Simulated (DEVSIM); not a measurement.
System: Ni/HfO2/SiO2/p-Si capacitor, at 300 K.

| layer (left to right) | material | thickness (nm) | Na (cm⁻³) |
|---|---|---|---|
| 1 | HfO2 | 3.00 | - |
| 2 | SiO2 | 0.680 | - |
| 3 | Si | 5800 | 9.9e15 |

Metal gate on the left, work function 5.1 eV. Fixed charge at the semiconductor interface 0 cm⁻² (in units of +e); no interface traps.

Constants are typed, rounded textbook-type inputs, not results; the design itself was drawn at random and stands for no fabricated device. Values at 300 K.

| parameter | HfO2 | SiO2 | Si |
|---|---|---|---|
| gap (eV) | 5.7 | 9 | 1.124 |
| affinity (eV) | 2.5 | 0.9 | 4.05 |
| permittivity | 22 | 3.9 | 11.7 |
| Nc (cm⁻³) | - | - | 2.86e19 |
| Nv (cm⁻³) | - | - | 3.1e19 |

Model (solved in DEVSIM): 1D Poisson equation in equilibrium, Boltzmann statistics, complete ionisation; no quantum confinement or tunnelling. Metal contacts follow the ideal Schottky-Mott rule: no Fermi-level pinning, no interface dipoles.

The interface trap density was swept, all else fixed.

```json
[
 {"interface trap density (cm^-2 eV^-1)": "0", "threshold voltage (band bending 2φF) (V)": "0.86", "flat-band voltage (V)": "0.13", "minimum of the low-frequency capacitance (μF/cm²)": "0.0391"},
 {"interface trap density (cm^-2 eV^-1)": "1e10", "threshold voltage (band bending 2φF) (V)": "0.86", "flat-band voltage (V)": "0.13", "minimum of the low-frequency capacitance (μF/cm²)": "0.0406"},
 {"interface trap density (cm^-2 eV^-1)": "1e11", "threshold voltage (band bending 2φF) (V)": "0.86", "flat-band voltage (V)": "0.13", "minimum of the low-frequency capacitance (μF/cm²)": "0.0545"},
 {"interface trap density (cm^-2 eV^-1)": "3e11", "threshold voltage (band bending 2φF) (V)": "0.86", "flat-band voltage (V)": "0.12", "minimum of the low-frequency capacitance (μF/cm²)": "0.0850"},
 {"interface trap density (cm^-2 eV^-1)": "1e12", "threshold voltage (band bending 2φF) (V)": "0.87", "flat-band voltage (V)": "0.10", "minimum of the low-frequency capacitance (μF/cm²)": "0.187"},
 {"interface trap density (cm^-2 eV^-1)": "2e12", "threshold voltage (band bending 2φF) (V)": "0.88", "flat-band voltage (V)": "0.07", "minimum of the low-frequency capacitance (μF/cm²)": "0.319"}
]
```

From the first row to the last the threshold voltage (band bending 2φF) goes from 0.86 to 0.88. From the first row to the last the flat-band voltage goes from 0.13 to 0.07.
